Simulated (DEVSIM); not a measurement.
System: illuminated Si n-on-p cell, one wavelength, at 350 K.

Layer 1 from the left is Si, thickness (μm) 0.470, Nd (cm⁻³) 1.7e18, τn (s) 2.1e-8, τp (s) 1.3e-7, absorption coefficient (cm⁻¹) 1100. Layer 2 from the left is Si, thickness (μm) 32.0, Na (cm⁻³) 5.9e16, τn (s) 4.1e-7, τp (s) 4.1e-7, absorption coefficient (cm⁻¹) 1100.

Left contact: ohmic, minority hole recombination velocity 1000 cm/s. Right contact: ohmic, minority electron recombination velocity 3000 cm/s. Voltage is applied to the left contact. Recombination: SRH at mid-gap, radiative, Auger. Light enters at the left, 3.9e17 photons cm⁻² s⁻¹, one pass, no reflection. Mobility is μmin + (μ − μmin)/(1 + (N/Nref)^α).

This is a model device: material constants are rounded textbook-type values typed into the input, and sizes, dopings and lifetimes were drawn at random. Values at 300 K; Nc and Nv go as T^1.5, mobilities as T to minus their exponent, the gap by Varshni's rule with the affinity fixed.

Si: gap (eV) 1.124, affinity (eV) 4.05, permittivity 11.7, Nc (cm⁻³) 2.86e19, Nv (cm⁻³) 3.1e19, μn (cm²/Vs) 1417, μp (cm²/Vs) 470, μn,min 52, μp,min 45, Nref,n 9.7e16, Nref,p 2.2e17, αn 0.68, αp 0.72, T exponent of μn 2.3, T exponent of μp 2.2, B (cm³/s) 4.7e-15, Cn (cm⁶/s) 2.8e-31, Cp (cm⁶/s) 9.9e-32, Varshni α (eV/K) 0.000473, Varshni β (K) 636.

Model (solved in DEVSIM): 1D drift-diffusion, Boltzmann statistics, complete ionisation; no tunnelling, impact ionisation, image-force lowering or self-heating.

### Question
What does the simulation give for the open-circuit voltage, the dark forward voltage at 1 A/cm², the potential step across the device at zero bias?

### Answer
open-circuit voltage 0.507 V; dark forward voltage at 1 A/cm² 0.599 V; potential step across the device at zero bias 0.823 V.
